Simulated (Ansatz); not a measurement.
Take CdTe in the rock salt structure (space group Fm-3m, No. 225; a = 6.000 Å; relaxed with 0.1 eV smearing) as the base. Axes: x, y, z lie along the cube axes.

Level of theory: Kohn–Sham DFT with the PBEsol functional, run in Ansatz (a quantum-chemistry and plane-wave program) with PAW and 420 eV plane waves, scalar-relativistic without spin-orbit coupling.

Strains are applied to the cell and any free atomic positions relax; under biaxial strain the out-of-plane vector relaxes too.

One change was made to it. Results:

The shortest interatomic distance drops by 0.0146 Å (3.000 Å → 2.986 Å); the pressure (mean of the normal stresses, compression positive) goes from zero to 0.9 GPa.

What was done to the base?
A. biaxial strain −0.26 %, plane normal [001], relaxed out of plane
B. tensor shear ε_yz = −1.48 %
C. biaxial strain −1.78 %, plane normal [111], relaxed out of plane

C, biaxial strain −1.78 %, plane normal [111], relaxed out of plane. For comparison, the pressure in the other runs: biaxial strain −0.26 %, plane normal [001], relaxed out of plane gives 0.2 GPa; tensor shear ε_yz = −1.48 % gives 0.0 GPa.

Stability against distortions was not tested. The final runs are not spin-polarised. This is not the structure that CdTe has at room temperature and ambient pressure.
